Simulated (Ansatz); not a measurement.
Functionals compared on OH on the 1x1 (10-10) surface of wurtzite GaN (cut with top plane Ga + N), one in a 2x1 cell, started at the site 'bridge Ga-Ga-Ga-N-N-N (span 3.3 Å)', in Ansatz (plane waves, PAW). The structure was relaxed with PBE; the other rows are single points on it, each with its references at the same level. Cutoff 420 eV (500 eV for r2SCAN). The points keep PBE's geometry, so the relaxation of a polaron and the settling of charge on one site are left out.

Host crystal: wurtzite GaN, with a band gap (PBE, scalar-relativistic without spin-orbit coupling).

Set-up: 34 atoms, 9.3 Å thick at the start under the adsorbate (thin: gaps and levels are the slab's own); mesh 3x4x1; 0.01 eV smearing; dipole correction on; 16 atoms held, the rest relaxed; no symmetry held; spin-polarised, ending with about 1.0 μB a cell; orders that need a larger cell were not tried, no spin-orbit, no U, no dispersion correction. At the end it is bonded to Ga. In PBE it is, or lies within 0.03 eV of, the lowest of the starts that converged. These notes are the PBE run's. r2SCAN: The program's check for a lower electronic state was not made. Adsorption energies are against H2O(g) − ½ H2(g). A negative adsorption energy means that the adsorbate is more stable on the surface than in its reference.

```csv
functional,adsorption energy (eV),magnetic moment of the cell (μB),rough cost of the single point
PBE,0.44,1.00,–
RPBE,0.47,1.00,around 6 core-minutes (rough)
r2SCAN,___,1.00,around 10 core-minutes (rough)
```

Question: Some entries are withheld; supply them.

Answer: 
- r2SCAN, adsorption energy (eV): 0.10

Ansatz is an electronic-structure program.
